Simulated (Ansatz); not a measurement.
Start from TiO2 in the anatase structure (space group I4_1/amd, No. 141; a = 3.7984 Å, c = 9.7038 Å).

(Cell as relaxed with PBE.)

Levels (all Ansatz, an electronic-structure program, PAW, earlier PAW set): PBE (420 eV, no SOC); r2SCAN (500 eV, no spin-orbit coupling).

Each level relaxes its own structure.

| quantity | PBE | r2SCAN |
|---|---|---|
| volume per atom | 11.67 Å³ | [?] |
| lattice parameter a | 3.798 Å | [?] |
| lattice parameter c | 9.704 Å | [?] |
| band gap | 2.13 eV | [?] |
| gap character | indirect, Γ–X (87 % along) → Γ | [?] |

What does r2SCAN give?


- volume per atom, r2SCAN: 11.41 Å³
- lattice parameter a, r2SCAN: 3.778 Å
- lattice parameter c, r2SCAN: 9.589 Å
- band gap, r2SCAN: 2.53 eV
- gap character, r2SCAN: indirect, Γ–X (87 % along) → Γ

PBE's volume per atom lies 0.26 Å³ above r2SCAN's (2.3 %); PBE's lattice parameter a lies 0.020 Å above r2SCAN's (0.5 %); PBE's lattice parameter c lies 0.115 Å above r2SCAN's (1.2 %); PBE's band gap lies 0.40 eV below r2SCAN's; the two agree on the gap character. Neither level is exact; r2SCAN is the comparison here, not a measurement.

Semilocal Kohn–Sham gaps tend to fall short of experiment. Stability against distortions was not tested. The final runs are not spin-polarised.
